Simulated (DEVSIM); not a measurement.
Structure: Al/AlN/p-Si capacitor, at 250 K.

```csv
layer (left to right),material,thickness (nm),Na (cm⁻³)
1,AlN,17.0,-
2,Si,520,1.2e18
```

Metal gate on the left, work function 4.1 eV. Fixed charge at the semiconductor interface -3.1e10 cm⁻² (in units of +e); interface traps 3.1e11 cm⁻² eV⁻¹, uniform in energy, neutral level at 0.5 of the gap above the valence band.

The device is made up for the run: typed textbook-type constants, with dimensions and the other settings drawn at random. Values at 300 K; Nc and Nv go as T^1.5, mobilities as T to minus their exponent, the gap by Varshni's rule with the affinity fixed.

```tsv
parameter	AlN	Si
gap (eV)	6.1	1.124
affinity (eV)	1.9	4.05
permittivity	8.5	11.7
Nc (cm⁻³)	-	2.86e19
Nv (cm⁻³)	-	3.1e19
Varshni α (eV/K)	-	0.000473
Varshni β (K)	-	636
```

Model (solved in DEVSIM): 1D Poisson equation in equilibrium, Boltzmann statistics, complete ionisation; no quantum confinement or tunnelling. Metal contacts follow the ideal Schottky-Mott rule: no Fermi-level pinning, no interface dipoles.

Base results: minimum of the low-frequency capacitance (μF/cm²) 0.208; capacitance of the dielectric stack (μF/cm²) 0.443; flat-band voltage (V) -1.07.

Question: What follows from this one change: temperature 250 → 300 K?

Answer: minimum of the low-frequency capacitance little changed (0.211 μF/cm²); capacitance of the dielectric stack little changed (0.443 μF/cm²); flat-band voltage -1.07 → -1.03 V.

Question: What follows from this one change: AlN thickness 0.017 → 0.02 μm?

Answer: minimum of the low-frequency capacitance 0.208 → 0.192 μF/cm²; capacitance of the dielectric stack 0.443 → 0.376 μF/cm²; flat-band voltage little changed (-1.08 V).

Question: What follows from this one change: interface trap density 3.1e+11 → 1e+12 cm^-2 eV^-1?

Answer: minimum of the low-frequency capacitance 0.208 → 0.234 μF/cm²; capacitance of the dielectric stack little changed (0.443 μF/cm²); flat-band voltage -1.07 → -1.19 V.

Question: What follows from this one change: substrate doping 1.2e+18 → 1.2e+17 cm^-3?

Answer: minimum of the low-frequency capacitance 0.208 → 0.121 μF/cm²; capacitance of the dielectric stack little changed (0.443 μF/cm²); flat-band voltage -1.07 → -1.01 V.

Question: What follows from this one change: gate work function 4.1 → 3.95 eV?

Answer: minimum of the low-frequency capacitance little changed (0.208 μF/cm²); capacitance of the dielectric stack little changed (0.443 μF/cm²); flat-band voltage -1.07 → -1.22 V.
